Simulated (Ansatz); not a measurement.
# AlN: point defects

The reference is a 16-atom supercell of AlN in the zinc blende structure (space group F-43m, No. 216; a = 4.370 Å) at its relaxed geometry.

One neutral defect a cell, atoms relaxed at fixed cell.

Calculations: r2SCAN (Ansatz, an electronic-structure program), no SOC.

```tsv
change	largest displacement of a host atom from its site in the perfect cell	pressure
perfect supercell	–	0.0 GPa
Tm on a Al site	[?]	[?]
Al on a N site (antisite)	0.42 Å	27.4 GPa
Al interstitial (started 1.89 Å from the nearest host atom), symmetric start	0.19 Å	18.8 GPa
Al vacancy, symmetric start	0.19 Å	4.3 GPa
```

Problem. Complete the table.

Solution. 
- Tm on a Al site, largest displacement of a host atom from its site in the perfect cell: 0.17 Å
- Tm on a Al site, pressure: 16.1 GPa

Other magnetic orders, which the real material may have, were not ruled out. The 4f electrons are in the valence with no U and their state was not checked, so volumes and moments can be off. The cell is small, so the values are those of an ordered compound at a high defect concentration; dilute-limit values will differ. The mesh was chosen for an insulator and is coarse for the gapless case. Defects with a symmetric start kept the site's symmetry and may sit on a saddle; the others started slightly shaken. Seeded moments were not kept for Al on a N site (antisite) and Al interstitial (started 1.89 Å from the nearest host atom). This is not the structure that AlN has at room temperature and ambient pressure.
